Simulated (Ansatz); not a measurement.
**Effect of electrons 2.0×10^21 cm⁻³ on hypothetical rutile HfS2**

Base system: HfS2 in the rutile structure (space group P4_2/mnm, No. 136; a = 6.024 Å, c = 3.652 Å; a hypothetical phase, not in the database extracts checked).

Now apply this change: 0.265 electrons added to each cell, a density of 2.0×10^21 cm⁻³, with a uniform compensating background at fixed cell and a 300 K Fermi–Dirac width.

Calculations: PBEsol, PAW, 420 eV (Ansatz, a first-principles code; spin-orbit coupling left out), earlier PAW set. k-mesh 8×8×13 (Γ-centred); smearing 0.0259 eV (Fermi–Dirac).

| quantity | base | changed | shift |
|---|---|---|---|
| gap between the host's bands | 0.26 eV | 0.30 eV | +0.04 eV |
| gap character | indirect, M–Γ (89 % along) → Γ | indirect, M–Γ (89 % along) → Γ | – |
| Fermi level relative to the doped band's edge (positive inside the band; to 0.05 eV) | – | +0.60 eV | – |

Charged cell with a jellium background: band edges are those of the host's band count, energies are not comparable with the neutral cell, and many-body gap narrowing is missing. Spin-orbit coupling, missing from the scalar runs, can matter with Hf. Stability against distortions was not tested. The zero or small gap of HfS2 can change with the level of theory.
